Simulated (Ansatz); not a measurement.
Structures of equal composition on the (110) surface of bcc Nb: a layer of Ir in place of the second plane; a layer of Ir in place of the third plane. The slabs share one bottom face, and each structure is named by its start. These are constructed structures in small cells; real faces may alloy, dewet or reconstruct in larger ones, and not all known structures of the face are among them. Slabs of about 12 Å with all that they carry, Fermi-Dirac smearing of 0.1 eV. Bottom of the slabs: a bare face, its two planes held. Relaxed from the named starts with such symmetry as they have, on meshes of like density; energies extrapolated to zero smearing; no spin-orbit coupling, no U. Spin-polarised runs, if any, are marked in brackets, and their order is one that fits the cell; the others ran without spin.

Calculation: PBE (plane waves to 420 eV, PAW; Ansatz, a quantum-chemistry and plane-wave program).

Question: Put the candidates in order of energy per 1x1 cell, lowest first, for PBE.

Answer: a layer of Ir in place of the third plane (0.000 eV), a layer of Ir in place of the second plane (0.292 eV)
